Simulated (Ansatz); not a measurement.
## Hypothetical I4/mmm MgB2, response to strain

Start from MgB₂ (space group I4/mmm, No. 139; a hypothetical phase, not in the database extracts checked; relaxed with 0.1 eV smearing).

```
MgB2
1.0
   -1.34135     1.34135     4.19753
    1.34135    -1.34135     4.19753
    1.34135     1.34135    -4.19753
Mg B
1 2
Direct
  0.00000   0.00000   0.00000
  0.28276   0.28276   0.00000
  0.71724   0.71724   0.00000
```

Cartesian axes are those of the cell as printed.

Strains are applied to the cell and any free atomic positions relax; under biaxial strain the out-of-plane vector relaxes too; under stress the whole cell relaxes.

Levels (all Ansatz, a program for electronic structure, PAW): PBE (420 eV, scalar-relativistic without spin-orbit coupling); PBEsol (420 eV, without spin-orbit coupling).

The base cell above is that of PBE; each level relaxes its own structures.

Notes on the quantities. energy relative to the base: free energy F.

```json
[
 {"case": "biaxial strain +0.17 %, plane normal [001], relaxed out of plane", "energy relative to the base, PBE": "0.0 meV/atom", "energy relative to the base, PBEsol": "?"},
 {"case": "isotropic strain +0.22 %", "energy relative to the base, PBE": "+0.1 meV/atom", "energy relative to the base, PBEsol": "?"},
 {"case": "uniaxial strain ε_yy = −2.86 %", "energy relative to the base, PBE": "+2.3 meV/atom", "energy relative to the base, PBEsol": "+2.4 meV/atom"},
 {"case": "uniaxial strain ε_zz = +3.72 %", "energy relative to the base, PBE": "+9.2 meV/atom", "energy relative to the base, PBEsol": "+9.5 meV/atom"},
 {"case": "uniaxial stress, 5 GPa tension along z", "energy relative to the base, PBE": "+4.1 meV/atom", "energy relative to the base, PBEsol": "+3.8 meV/atom"}
]
```

Problem. Complete the table.

Solution. 
- biaxial strain +0.17 %, plane normal [001], relaxed out of plane, energy relative to the base, PBEsol: 0.0 meV/atom
- isotropic strain +0.22 %, energy relative to the base, PBEsol: +0.2 meV/atom

The two levels differ by at most about 0.3 meV/atom. They put the cases in the same order.

Stability under load was not tested beyond the relaxation. All final runs are without spin polarisation.
